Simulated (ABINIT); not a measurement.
A self-consistent single point of LaH3 (Fm-3m, 4 atoms in the cell) with ABINIT

Level of theory: LDA (PW92), PAW (JTH v2.0 LDA PAW) (plane waves; ABINIT).

This input was run:

```
# LaH3, JTH v2.0 LDA PAW
pp_dirpath "./"
pseudos "La.LDA_PW-JTH.xml, H.LDA_PW-JTH.xml"
acell 4.0222496456 4.0222496456 4.0222496456 Angstrom
rprim
         0.0000000000    0.7071067812    0.7071067812
         0.7071067812   -0.0000000000    0.7071067812
         0.7071067812    0.7071067812   -0.0000000000
natom 4
ntypat 2
znucl 57 1
typat 1 2 2 2
xred
         0.0000000000    0.0000000000    0.0000000000
         0.5000000000    0.5000000000    0.5000000000
         0.7500000000    0.7500000000    0.7500000000
         0.2500000000    0.2500000000    0.2500000000
ecut 30 Ha
pawecutdg 60 Ha
pawxcdev 0
occopt 7
tsmear 0.00999582
nband 12
kptopt 1
ngkpt 10 10 10
nshiftk 1
shiftk 0 0 0
nstep 50
tolvrs 1.0e-11
prtwf 0
prtden 0
prtvol 1
enunit 2
```

Log, with long lists cut:

```
 Symmetries : space group Fm -3 m (#225); Bravais cF (face-center cubic)

 -outvars: echo values of preprocessed input variables --------
            acell      7.6009502683E+00  7.6009502683E+00  7.6009502683E+00 Bohr
             ecut      3.00000000E+01 Hartree
           enunit           2
              ixc       -1012
         kptrlatt       10    0    0      0   10    0      0    0   10
          kptrlen      7.60095027E+01
            natom           4
            nband          12
            ngfft          40      40      40
          ngfftdg          54      54      54
             nkpt          47
            nstep          50
             nsym          48
           ntypat           2
           occopt           7
        pawecutdg      6.00000000E+01 Hartree
         pawxcdev           0
            rprim      0.0000000000E+00  7.0710678120E-01  7.0710678120E-01
                       7.0710678120E-01 -0.0000000000E+00  7.0710678120E-01
                       7.0710678120E-01  7.0710678120E-01 -0.0000000000E+00
          spgroup         225
           tolvrs      1.00000000E-11
           tsmear      9.99582000E-03 Hartree
            typat      1  2  2  2
           useylm           1
             xred      0.0000000000E+00  0.0000000000E+00  0.0000000000E+00
                       5.0000000000E-01  5.0000000000E-01  5.0000000000E-01
                       7.5000000000E-01  7.5000000000E-01  7.5000000000E-01
                       2.5000000000E-01  2.5000000000E-01  2.5000000000E-01
            znucl       57.00000    1.00000

== DATASET  1 ==================================================================

 Real(R)+Recip(G) space primitive vectors, cartesian coordinates (Bohr,Bohr^-1):
 R(1)=  0.0000000  5.3746835  5.3746835  G(1)= -0.0930287  0.0930287  0.0930287
 R(2)=  5.3746835  0.0000000  5.3746835  G(2)=  0.0930287 -0.0930287  0.0930287
 R(3)=  5.3746835  5.3746835  0.0000000  G(3)=  0.0930287  0.0930287 -0.0930287
 Unit cell volume ucvol=  3.1051935E+02 bohr^3
 Angles (23,13,12)=  6.00000000E+01  6.00000000E+01  6.00000000E+01 degrees

 Coarse grid specifications (used for wave-functions):

 getcut: wavevector=  0.0000  0.0000  0.0000  ngfft=  40  40  40
         ecut(hartree)=     30.000   => boxcut(ratio)=   2.13435

 Fine grid specifications (used for densities):

 getcut: wavevector=  0.0000  0.0000  0.0000  ngfft=  54  54  54
         ecut(hartree)=     60.000   => boxcut(ratio)=   2.03814

   9.05827885E+02                                ecore*ucvol(ha*bohr**3)

_setup2: Arith. and geom. avg. npw (full set) are    2437.509    2437.496

--- !BeginCycle
solver: {iscf: 17, nstep: 50, nline: 4, wfoptalg: 10, }
tolerances: {tolvrs: 1.00E-11, }
...

     iter   Etot(hartree)      deltaE(h)  residm     nres2
 ETOT  1  -33.637938853919    -3.364E+01 9.715E-01 7.990E+00
 ETOT  2  -34.000258466619    -3.623E-01 1.394E-02 2.977E+00
 ETOT  3  -33.999373371394     8.851E-04 5.815E-03 2.413E+00
 ETOT  4  -33.995073928053     4.299E-03 1.893E-02 7.301E-02
 ETOT  5  -33.995054224601     1.970E-05 1.497E-03 2.151E-03
 ETOT  6  -33.995056790377    -2.566E-06 4.985E-04 5.705E-05
   [... 2 lines left out ...]
 ETOT  9  -33.995056827882     7.072E-10 1.634E-04 1.388E-07
 ETOT 10  -33.995056827747     1.349E-10 1.951E-04 1.072E-09
 ETOT 11  -33.995056827753    -5.670E-12 1.655E-04 5.170E-11
 ETOT 12  -33.995056827754    -1.158E-12 1.275E-04 2.392E-11
 ETOT 13  -33.995056827755    -6.537E-13 7.525E-05 2.018E-12

 At SCF step   13       nres2   =  2.02E-12 < tolvrs=  1.00E-11 =>converged.

 Cartesian components of stress tensor (hartree/bohr^3)
  sigma(1 1)=  2.83254934E-04  sigma(3 2)=  0.00000000E+00
  sigma(2 2)=  2.83254934E-04  sigma(3 1)=  0.00000000E+00
  sigma(3 3)=  2.83254934E-04  sigma(2 1)=  0.00000000E+00

 ----iterations are completed or convergence reached----

 reduced coordinates (array xred) for    4 atoms
       0.000000000000      0.000000000000      0.000000000000
       0.500000000000      0.500000000000      0.500000000000
       0.750000000000      0.750000000000      0.750000000000
       0.250000000000      0.250000000000      0.250000000000
 cartesian forces (eV/Angstrom) at end:
    1     -0.00000000000000    -0.00000000000000    -0.00000000000000
    2     -0.00000000000000    -0.00000000000000    -0.00000000000000
    3     -0.00000000000000    -0.00000000000000    -0.00000000000000
    4     -0.00000000000000    -0.00000000000000    -0.00000000000000
 frms,max,avg= 0.0000000E+00 0.0000000E+00   0.000E+00  0.000E+00  0.000E+00 e/A
 length scales=  7.600950268280  7.600950268280  7.600950268280 bohr
              =  4.022249645600  4.022249645600  4.022249645600 angstroms
 Fermi (or HOMO) energy (hartree) =   0.14754   Average Vxc (hartree)=  -0.38091
 Eigenvalues (hartree) for nkpt=  47  k points:
 kpt#   1, nband= 12, wtk=  0.00100, kpt=  0.0000  0.0000  0.0000 (reduced coord)
  -1.08130   -0.46538   -0.46538   -0.46538   -0.13784    0.04862    0.16017    0.16017
   0.16017    0.16829    0.18880    0.18880
      occupation numbers for kpt#   1
   2.00000    2.00000    2.00000    2.00000    2.00000    2.00000    0.07386    0.07386
   0.07386    0.00332    0.00000    0.00000
 prteigrs : prtvol=0 or 1, do not print more k-points.

 Fermi (or HOMO) energy (eV) =   4.01471   Average Vxc (eV)= -10.36512
 Eigenvalues (   eV  ) for nkpt=  47  k points:
 kpt#   1, nband= 12, wtk=  0.00100, kpt=  0.0000  0.0000  0.0000 (reduced coord)
 -29.42372  -12.66363  -12.66363  -12.66363   -3.75078    1.32313    4.35850    4.35850
   4.35850    4.57948    5.13756    5.13756
 prteigrs : prtvol=0 or 1, do not print more k-points.

--- !EnergyTerms
comment             : Components of total free energy in Hartree
kinetic             :  1.10907049931687E+01
hartree             :  3.66023387239647E+00
xc                  : -1.13725788488054E+01
Ewald energy        : -2.94514744704645E+01
psp_core            :  2.91713824238472E+00
local_psp           : -1.18429852762917E+01
spherical_terms     :  1.00414230231863E+00
internal            : -3.39948191852932E+01
'-kT*entropy'       : -2.37501841552545E-04
total_energy        : -3.39950566871347E+01
total_energy_eV     : -9.25052536856084E+02
...

-Cartesian components of stress tensor (GPa)         [Pressure= -8.3336E+00 GPa]
- sigma(1 1)=  8.33364647E+00  sigma(3 2)=  0.00000000E+00
- sigma(2 2)=  8.33364647E+00  sigma(3 1)=  0.00000000E+00
- sigma(3 3)=  8.33364647E+00  sigma(2 1)=  0.00000000E+00

 Calculation completed.
```

The run converged in 13 iterations.

The starting cell comes from a database of computed structures (which also holds hypothetical and non-ambient phases and stackings), without a prior relaxation at this level. Its lattice was rescaled by a random factor within 2.5 % of one. With a pressure of about -8 GPa the cell is away from its equilibrium volume at this level.

Cost on one core of a shared machine: roughly 2 min.
